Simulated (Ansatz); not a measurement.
Input and output of a self-consistent single point for a (001) slab of VAs2 (cut from a parent of space group no. 12; 6 atoms in the cell) (Ansatz, an electronic-structure program).

Method of the run: PBEsol, default PAW files made with PBE (plane waves; Ansatz).

```
VAs2
1.0
    4.78543     0.00000     0.00000
   -1.11726     3.07325     0.00000
    0.00000     0.00000    19.99451
As V
4 2
Direct
  0.62672   0.81336   0.46632
  0.07046   0.53523   0.53369
  0.02785   0.51392   0.35010
  0.66934   0.83467   0.64990
  0.20002   0.10001   0.43729
  0.49717   0.24859   0.56271
```

Reference input (self-consistent single point, DFT, PBEsol, plane waves, default PAW files made with PBE): basis.ecutwfc = 420 eV; kpoints.mp_grid.grid = 6 6 1; hamiltonian.xc = pbesol; hamiltonian.pseudopotentials = {kind: paw} (the program's default PAW files); scf.occupations.method = fermi_dirac; scf.occupations.width = 0.1 eV. This run's input differs from it in these lines:

Ansatz 0.2 input:
```diff
@@ -17,3 +17,3 @@
   mp_grid:
-    grid: [6, 6, 1]
+    grid: [7, 7, 1]
 hamiltonian:
```

Log, with long lists cut:

```
SCF iter   1: F=—  HF=-25022.125413 eV  |F-HF|=—  |Δ(HF+E_count)|=         —  Δρ=3.59e-3  dr2=2.47e-2  ethr=1.77e-3  ⟨swp⟩=7.6  Hψ=3125  notcnv=0
all-band conjugate gradients solve this SCF's bands
preconditioner: auto → LDOS
SCF iter   2: F=—  HF=-25022.123900 eV  |F-HF|=—  |Δ(HF+E_count)|=   1.51e-3  Δρ=1.65e-3  dr2=8.22e-3  ethr=2.87e-5  ⟨swp⟩=3.0  Hψ=1897  notcnv=0
SCF iter   3: F=—  HF=-25022.121780 eV  |F-HF|=—  |Δ(HF+E_count)|=   2.12e-3  Δρ=4.31e-4  dr2=7.64e-4  ethr=9.56e-6  ⟨swp⟩=2.0  Hψ=1507  notcnv=0
SCF iter   4: F=—  HF=-25022.121619 eV  |F-HF|=—  |Δ(HF+E_count)|=   1.62e-4  Δρ=1.22e-4  dr2=5.75e-5  ethr=8.89e-7  ⟨swp⟩=2.8  Hψ=1510  notcnv=0
SCF iter   5: F=—  HF=-25022.121738 eV  |F-HF|=—  |Δ(HF+E_count)|=   1.19e-4  Δρ=4.05e-5  dr2=9.03e-6  ethr=6.69e-8  ⟨swp⟩=3.2  Hψ=1487  notcnv=0
SCF iter   6: F=—  HF=-25022.121739 eV  |F-HF|=—  |Δ(HF+E_count)|=   1.41e-6  Δρ=1.47e-5  dr2=1.16e-6  ethr=1.05e-8  ⟨swp⟩=2.7  Hψ=1602  notcnv=0
SCF iter   7: F=-25022.121739 eV  HF=-25022.121739 eV  |F-HF|=7.45e-8  |Δ(HF+E_count)|=   5.28e-8  Δρ=3.43e-6  dr2=3.19e-8  ethr=1.16e-10  ⟨swp⟩=5.2  Hψ=4033  notcnv=0
SCF 1 converged in 7 iterations: F = -25022.121739 eV  dr2 = 3.19e-8
Free energy (F): -25022.121739 eV
Internal energy: -25021.932192 eV  (E = F + TS)
E sigma→0 (E₀):  -25022.026966 eV
Entropy (-TS):   -0.189546 eV (-31.591 meV/atom)
Fermi energy:    1.059448 eV
--- Forces (eV/Å), atoms counted from 1 ---
  atom   1  As     0.34909941     0.12691286    -0.46278909
  atom   2  As    -0.34909941    -0.12691286     0.46278909
  atom   3  As     0.03396950     0.01234939     0.78432038
  atom   4  As    -0.03396950    -0.01234939    -0.78432038
  atom   5  V     -0.25048183    -0.09106107    -0.35482670
  atom   6  V      0.25048183     0.09106107     0.35482670
--- Stress (GPa, compression-positive) ---
       -2.824841       0.684377      -0.024927
        0.684377      -4.458557      -0.009062
       -0.024927      -0.009062      -1.736994
  P = ⅓ Tr σ = -3.0068 GPa (-30.068 kbar)
  The stress holds the Pulay correction. Without it, at fixed plane waves, as pw.x and ABINIT print it: P = -3.0189 GPa
```

The run converged in 7 iterations. Against the reference run the free energy falls by 1.7 meV/atom and the largest force moves little (0.777 to 0.785 eV/Å).

The starting cell comes from a database of computed structures (which also holds hypothetical and non-ambient phases and stackings), without a prior relaxation at this level. The slab is cut from that crystal, and its faces are unrelaxed. Its lattice was rescaled by up to half a per cent. Spin polarisation is off, so a magnetic state, if there is one, cannot be reached.
